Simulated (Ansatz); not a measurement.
## CaO: Ca interstitial (started 1.87 Å from the nearest host atom)

Take a 16-atom supercell of CaO in the rock salt structure (space group Fm-3m, No. 225; a = 4.7948 Å) at its relaxed geometry as the base.

It is then changed as follows: a neutral Ca interstitial (started 1.87 Å from the nearest host atom), atoms relaxed at fixed cell, starting from a slightly rattled geometry.

Calculations: Ansatz (a program for electronic structure), r2SCAN, PAW, cutoff 500 eV, scalar-relativistic without spin-orbit coupling. k-mesh 5×5×5 (Γ-centred); smearing 0.01 eV (Fermi–Dirac).

The pressure goes from zero to 13.1 GPa and the largest displacement of a host atom from its site in the perfect cell amounts to 0.33 Å. The final site of the added atom comes out as 4 O at 2.13 Å (tetrahedral).

Final structure:

```yaml
crystal:
  lattice:
    - [0.00000, 4.79479, 4.79479]
    - [4.79479, 0.00000, 4.79479]
    - [4.79479, 4.79479, 0.00000]
  atoms:
    - { symbol: O, position: [0.99389, 0.99507, 0.99888] }
    - { symbol: O, position: [0.99394, 0.99499, 0.51208] }
    - { symbol: O, position: [0.99394, 0.50827, 0.99880] }
    - { symbol: O, position: [0.98353, 0.50291, 0.50671] }
    - { symbol: O, position: [0.50715, 0.99510, 0.99884] }
    - { symbol: O, position: [0.50180, 0.98462, 0.50675] }
    - { symbol: O, position: [0.50181, 0.50298, 0.98840] }
    - { symbol: O, position: [0.50187, 0.50295, 0.50671] }
    - { symbol: Ca, position: [0.26687, 0.26792, 0.27167] }
    - { symbol: Ca, position: [0.26682, 0.26798, 0.69344] }
    - { symbol: Ca, position: [0.26682, 0.68961, 0.27177] }
    - { symbol: Ca, position: [0.24783, 0.74818, 0.75195] }
    - { symbol: Ca, position: [0.68848, 0.26792, 0.27172] }
    - { symbol: Ca, position: [0.74705, 0.24896, 0.75194] }
    - { symbol: Ca, position: [0.74706, 0.74816, 0.25272] }
    - { symbol: Ca, position: [0.74706, 0.74816, 0.75194] }
    - { symbol: Ca, position: [0.12221, 0.12335, 0.12718] }
```

The magnetic state is the one reached from the starting moments; the real material's order can differ, and small cells can't hold many antiferromagnetic ones. The cell is small, so the values are those of an ordered compound at a high defect concentration; dilute-limit values will differ. The mesh was chosen for an insulator and is coarse for the gapless case. Seeded moments were not kept for Ca interstitial (started 1.87 Å from the nearest host atom). The defect cell is spin-polarised and ends with 0.9 μB.
